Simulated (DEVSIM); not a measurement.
System: isotype n-n heterojunction Al0.35Ga0.65As/GaAs, at 300 K.

Layer 1 from the left is Al0.35Ga0.65As, thickness (μm) 0.320, Nd (cm⁻³) 1.1e16, τn (s) 3.8e-9, τp (s) 3.8e-9. Layer 2 from the left is GaAs, thickness (μm) 0.690, Nd (cm⁻³) 1.4e16, τn (s) 3.8e-9, τp (s) 3.8e-9.

Left contact: ohmic. Right contact: ohmic. Voltage is applied to the left contact. Recombination: SRH at mid-gap. Mobility is μmin + (μ − μmin)/(1 + (N/Nref)^α).

Constants are typed, rounded textbook-type inputs, not results; the design itself was drawn at random and stands for no fabricated device. Values at 300 K.

Al0.35Ga0.65As: gap (eV) 1.8604, affinity (eV) 3.7935, permittivity 11.91, Nc (cm⁻³) 7.44e17, Nv (cm⁻³) 9e18, μn (cm²/Vs) 3495, μp (cm²/Vs) 176, μn,min 500, μp,min 20, Nref,n 6e16, Nref,p 1.5e17, αn 0.39, αp 0.38. GaAs: gap (eV) 1.424, affinity (eV) 4.07, permittivity 12.9, Nc (cm⁻³) 4.7e17, Nv (cm⁻³) 9e18, μn (cm²/Vs) 8500, μp (cm²/Vs) 400, μn,min 500, μp,min 20, Nref,n 6e16, Nref,p 1.5e17, αn 0.39, αp 0.38.

DEVSIM, 1D drift-diffusion, Boltzmann statistics, complete ionisation; no tunnelling, impact ionisation, image-force lowering or self-heating. Band offsets follow the typed affinities; no thermionic-emission limit at abrupt steps, no polarisation charge.

Task: What does the simulation give for the dark forward voltage at 100 A/cm², the potential step across the device at zero bias?

Result: dark forward voltage at 100 A/cm² 0.223 V; potential step across the device at zero bias 0.258 V.
